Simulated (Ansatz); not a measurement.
## TiN in the rock salt structure (space group Fm-3m, No. 225)

```cif
data_NTi
_chemical_formula_sum 'Ti1 N1'
_space_group_name_H-M_alt 'P 1'
_space_group_IT_number 1
_cell_length_a 3.00308
_cell_length_b 3.00308
_cell_length_c 3.00308
_cell_angle_alpha 60.000
_cell_angle_beta 60.000
_cell_angle_gamma 60.000
loop_
_space_group_symop_operation_xyz
  'x, y, z'
loop_
_atom_site_label
_atom_site_type_symbol
_atom_site_fract_x
_atom_site_fract_y
_atom_site_fract_z
_atom_site_occupancy
Ti1 Ti 0.00000 0.00000 0.00000 1
N1 N 0.50000 0.50000 0.50000 1
```

Computed with PBE in Ansatz (plane waves to 420 eV, PAW, no spin-orbit coupling). Settings: 19×19×19 k-points, 0.05 eV Fermi–Dirac smearing.

The volume per atom is 9.58 Å³ and the density comes out as 5.36 g/cm³. The band gap is zero and the total energy is -1443.554 eV/atom (σ→0; compares only within this code and set-up).

Whether these cells are dynamically stable was not tested. The base started in Pnma and relaxed to Fm-3m at this level. The final runs are not spin-polarised. An odd electron count without spin: TiN.

Ansatz is an electronic-structure program.
